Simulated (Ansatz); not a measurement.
Base system: GaP in the zinc blende structure (space group F-43m, No. 216; a = 5.4385 Å).

It is then changed as follows: As replaces 33.3 % of the P, ordered in a cell of 6 atoms (starting symmetry P3m1) and fully relaxed.

The other end (x = 1) is GaAs in the zinc blende structure (space group F-43m, No. 216): 22.65 Å³/atom, gap 0.42 eV.

Levels (all Ansatz, an electronic-structure program, PAW): PBEsol (420 eV, spin-orbit coupling left out); PBEsol+SOC (420 eV, with spin-orbit coupling).

The geometry is relaxed with PBEsol.

* **PBEsol band gap**: 1.18 eV
* **PBEsol width of the top valence band**: 2.53 eV
* **PBEsol valence-band top at Γ**: 0.00, 0.00, -0.14 eV

Question: What does PBEsol+SOC give at this geometry for the band gap, width of the top valence band, hole mass and valence-band top at Γ?

Answer: The band gap falls by 0.08 eV, from 1.18 eV to 1.10 eV; the width of the top valence band rises by 0.08 eV, from 2.53 eV to 2.61 eV; the hole mass amounts to 1.1 mₑ along c, 0.11 mₑ across (at Γ); the valence-band top at Γ (three highest Kramers pairs, from the VBM) goes from 0.00, 0.00, -0.14 eV to 0.00, -0.10, -0.30 eV.

Single points use the geometry relaxed with PBEsol. The spin-orbit shifts are approximate. These are small ordered cells, not random alloys; other orderings at the same x differ. Effective masses come from finite differences of ±0.01 Å⁻¹. Whether these cells are dynamically stable was not tested.
